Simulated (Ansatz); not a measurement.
## How the lattice constant a of TaGe2 (model structure, from the MoSi2 type, I4/mmm, No. 139) moves with the method

No measured value is used here.

```csv
level (code),value (Å)
PBE (Ansatz),3.400
PBEsol (Ansatz),3.359
PBE-D3(BJ) (Ansatz),3.360
```

Density-functional levels without +SOC have no spin–orbit coupling. Ansatz's density-functional and Hartree–Fock values are scalar-relativistic unless marked +SOC, with PAW data made under PBE.

A model structure was made by putting elements into a prototype or built by hand; it is no filed structure, need not be a known phase, and can be a saddle point held by its symmetry.

Ansatz is an electronic-structure program.
